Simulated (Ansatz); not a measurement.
# Ag, response to strain

Consider Ag in the fcc (Cu type) structure (space group Fm-3m, No. 225; a = 4.104 Å; relaxed with 0.1 eV smearing). Axes: x, y, z lie along the cube axes.

Strains are applied to the cell and any free atomic positions relax.

Method: r2SCAN (Ansatz, an electronic-structure program; PAW; 500 eV plane waves; without spin-orbit coupling).

Notes on the quantities. pressure: mean of the normal stresses, compression positive; energy relative to the base: free energy F.

| variant | pressure | shortest interatomic distance | energy relative to the base |
|---|---|---|---|
| base | 0.0 GPa | 2.902 Å | 0 meV/atom |
| tensor shear ε_xy = +0.29 % | 0.0 GPa | 2.894 Å | +0.1 meV/atom |
| tensor shear ε_xy = +2.00 % | 0.2 GPa | … | … |
| tensor shear ε_xy = +1.71 % | 0.2 GPa | 2.853 Å | +2.9 meV/atom |
| tensor shear ε_xy = +0.86 % | 0.0 GPa | 2.877 Å | +0.7 meV/atom |
| tensor shear ε_xy = +0.57 % | 0.0 GPa | 2.886 Å | +0.3 meV/atom |
| tensor shear ε_xy = +1.14 % | 0.1 GPa | 2.869 Å | +1.3 meV/atom |
| tensor shear ε_xy = +1.43 % | 0.1 GPa | 2.861 Å | +2.0 meV/atom |

What belongs in the blanks?


- tensor shear ε_xy = +2.00 %, shortest interatomic distance: 2.844 Å
- tensor shear ε_xy = +2.00 %, energy relative to the base: +4.0 meV/atom

Whether these cells are dynamically stable was not tested.
